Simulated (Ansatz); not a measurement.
Effect of Ba → Ca on BaO

The parent structure is BaO in the rock salt structure (space group Fm-3m, No. 225; a = 5.5736 Å).

It is then changed as follows: every Ba is replaced by Ca, then cell and atoms are relaxed.

Level of theory: DFT with PBE, PAW potentials and a 420 eV plane-wave cutoff in Ansatz (a program for electronic structure), no SOC. k-mesh 12×12×12 (Γ-centred); smearing 0.05 eV (Fermi–Dirac), for the changed cell.

```tsv
quantity	base	changed	shift
lattice parameter a	5.574 Å	4.831 Å	-0.743 Å
space group	Fm-3m (No. 225)	Fm-3m (No. 225)	–
shortest interatomic distance	2.787 Å	2.415 Å	-0.3714 Å
band gap	2.10 eV	3.66 eV	+1.56 eV
gap character	direct at X	indirect, Γ → X	–
width of the top valence band	1.39 eV	1.16 eV	-0.23 eV
electron mass	1.2 mₑ along k, 0.40 mₑ across (at X)	1.4 mₑ along k, 0.44 mₑ across (at X)	–
hole mass (degenerate bands, along [100])	–	0.35, 2.9, 2.9 mₑ (at Γ)	–
```

Final structure:

```xyz
2
Lattice="0.0000 2.4154 2.4154 2.4154 0.0000 2.4154 2.4154 2.4154 0.0000" Properties=species:S:1:pos:R:3 pbc="T T T"
Ca     0.0000     0.0000     0.0000
O      2.4154     2.4154     2.4154
```

Masses are band curvatures over ±0.01 Å⁻¹ around the edge. Along k means along the line from Γ to the band edge. Stability against distortions was not tested.
